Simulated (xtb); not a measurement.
xtb 6.7.1, GFN2-xTB: Zr(OiPr)2(OSiH3)2 (CC(C)[O][Zr]([O][SiH3])([O][SiH3])[O]C(C)C), 33 atoms. The geometry is a generated start, not checked to be a minimum at this level.

| Property | Value |
|---|---|
| method | GFN2-xTB |
| --acc | 1 (default) |
| --etemp (K) | 300 (default) |
| detailed input (--input) | none: ANC optimiser, Lindh (1995) Hessian, microcycle=20, maxdispl=1.0, hlow=0.01 (default) |
| basis functions | 90 |
| valence electrons | 80 |

Charge 0 and multiplicity 1 are set for this test and not shown to be the ground state.

The structure is relaxed from this start with --opt LEVEL for the levels crude, sloppy, loose, lax, normal, tight, vtight, extreme, once each. Up to the end of the extreme run atoms move by at most 3.3 Å along an axis.

Task: Which level is enough to come within 5 meV of the tightest end point?

Result: vtight: 165 cycles against 171, ending 0.017 meV above.

```csv
level,cycles,energy above the extreme run (meV),gradient norm (eV/Å)
crude,1,520,0.15
sloppy,1,520,0.15
loose,1,520,0.15
lax,78,130,0.057
normal,83,130,0.021
tight,96,130,0.016
vtight,165,0.017,0.0060
extreme,171,—,0.0022
```
